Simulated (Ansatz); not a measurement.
AlB2-type TiB2, treated with revPBE (PAW; Ansatz, a first-principles code).

Run with plane-wave cutoff 520 eV, 24×24×18 k mesh (along the axes of the cell as run), Fermi–Dirac smearing 0.05 eV, no spin polarisation, scalar-relativistic PAW data made under PBE.

Results at a series of volumes:

```csv
V (Å³/atom),E − E_lowest (meV/atom)
8.328,11.19
8.502,2.70
8.675,0.00
8.849,2.54
9.022,9.82
```

**Question.** Fit the third-order Birch–Murnaghan equation and give B0 and B′.

**Answer.** V0 = 8.675 Å³/atom, B0 = 242 GPa, B′ = 3.9 (fit to the energies at full precision).

Shape and atoms are relaxed at each volume.

Measured, for comparison: bulk modulus 240 GPa (room temperature, no zero-point or thermal correction, our sources range from 233 to 250; as tabulated in Synthesis of Binary Transition Metal Nitrides, Carbides and Borides from the …). Computed (rounded) less measured: bulk modulus +0.8 % (inside the range of the sources held).

Note: the bulk modulus comes from volumes at which shape and atoms were relaxed.

The computed numbers hold no vibrational or temperature effects.

The result took roughly 7 core-minutes.
